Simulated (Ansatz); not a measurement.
# Amorphous Zr₂₀O₄₁Li₂

It comes from a melt-quench run on a machine-learned potential (CHGNet), relaxed afterwards by DFT. O atoms were pushed apart under 1.9 Å during the dynamics, to hinder bonds among them. The hot cell started wider than the set density and was brought back towards it in steps. It is the lowest in DFT energy of 2 quenches. It is a model cell: composition and starting density were chosen by hand, and all elements were melted together. No dispersion term was used.

Methods: PBE, scalar-relativistic without spin-orbit coupling (Ansatz, an electronic-structure program); r2SCAN, scalar-relativistic without spin-orbit coupling (Ansatz); HSE06, scalar-relativistic without spin-orbit coupling (Ansatz). Geometry, pressure, stress and energy are those of the PBE run. Its sampling: a 2×2×2 Γ-centred mesh; Fermi-Dirac width 0.02 eV; no spin polarisation. Other functionals are single points at the zone centre (r2SCAN at 500 eV; exact exchange cut at the cell's faces), free to take moments where seeds were set. At PBE the levels at the filled edge of the gap are localised (band-tail or defect states), and the nearest spread-out levels lie 3.5 eV apart at the zone centre.

```json
{
  "number_of_atoms_in_the_cell": "63",
  "Density (volume relaxed, without dispersion)": "5.35 g/cm³",
  "volume_per_atom": "12.29 Å³",
  "Pressure on a 2×2×2 Γ-centred mesh": "0.01 GPa",
  "Largest force and stress component on that mesh (the relaxation ran on the zone centre alone)": "0.09 eV/Å and 0.1 GPa",
  "Level gap on a 2×2×2 Γ-centred mesh (PBE)": "3.17 eV",
  "Level gap at the zone centre (PBE)": "3.22 eV",
  "Level gap at the zone centre (r2SCAN)": "3.66 eV",
  "Level gap at the zone centre (HSE06)": "4.75 eV"
}
```

Neighbours within Zr-Zr 3.41 Å, Zr-O 2.80 Å, Zr-Li 3.14 Å, O-O 1.58 Å, O-Li 2.33 Å, Li-Li 2.86 Å count as bonded. Two cations that share two anions don't count as bonded, nor two that share one unless they lie closer than Zr-Zr 3.32 Å, Zr-Li 3.05 Å, Li-Li 2.78 Å.

| Quantity | Result |
|---|---|
| Mean coordination of Zr by anions | 6.85 (5 with 6, 13 with 7, 2 with 8); 1 close contacts or bonds to cations besides |
| Mean coordination of O | 3.49 (1 with 2, 19 with 3, 21 with 4) |
| Mean coordination of Li by anions | 3.00 (2 with 3); 1 close contacts or bonds to cations besides |
| Mean Zr-O bond | 2.197 Å (spread 0.157 Å, 137 counted) |
| Mean O-Li bond | 1.936 Å (spread 0.085 Å, 6 counted) |

Its density started from a set value of 5.21 g/cm³. Cooling (nominally 300 K/ps over its main leg) ran many orders faster than in experiment, which tends to leave more defects and strain. A cell of this size samples the disorder only roughly. Volume and shape were free in the relaxation.
